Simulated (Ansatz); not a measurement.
Data:

```yaml
crystal:
  lattice:
    - [0.00000, 2.84131, 2.84131]
    - [2.84131, 0.00000, 2.84131]
    - [2.84131, 2.84131, 0.00000]
  atoms:
    - { symbol: Zn, position: [0.00000, 0.00000, 0.00000] }
    - { symbol: Se, position: [0.25000, 0.25000, 0.25000] }
```

All values below come from r2SCAN with spin-orbit coupling, rigid bands (plane waves, PAW; Ansatz, a quantum-chemistry and plane-wave program). Condition of this run: hydrostatic pressure of -1.6 GPa (compression positive) (the target of the relaxation). Cell: cell and atoms relaxed with PBEsol, then loaded as said.

**Question.** Predict the hole conductivity mass (n e² τ/σ) at 300 K, by direction if it differs.

**Answer.** 0.69 mₑ.

**Question.** Predict the electron conductivity mass (n e² τ/σ) at 300 K, by direction if it differs.

**Answer.** 0.131 mₑ.

**Question.** And the band gap?

**Answer.** 1.71 eV at this level; semilocal functionals usually fall short of the measured gap.

Rigid bands, one relaxation time for all states, no polarons. Geometry: cell and atoms relaxed with PBEsol.
